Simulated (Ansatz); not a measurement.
Consider BaHfO3 in the cubic perovskite structure (space group Pm-3m, No. 221; a = 4.207 Å).

Levels (all Ansatz, an electronic-structure program, PAW, earlier PAW set): PBE (420 eV, without spin-orbit coupling); r2SCAN (500 eV, no SOC).

Levels that relaxed their own cell: PBE and r2SCAN.

```
level   lattice parameter a
------  -------------------
PBE                 4.207 Å
r2SCAN              4.177 Å
```

Measured: lattice parameter a 4.171 Å (room temperature; as listed in Zhao, Hongsheng, Chang, Aimin, Wang, Yunlan, arXiv (2008)).

Computed minus measured — lattice parameter a: PBE +0.9 %, r2SCAN +0.2 % (closest: r2SCAN). Measured values not marked as corrected hold thermal and zero-point effects that the static-lattice runs lack.

Whether these cells are dynamically stable was not tested. Many cubic perovskites are stable only at high temperature; tilts and polar distortions were not tested.
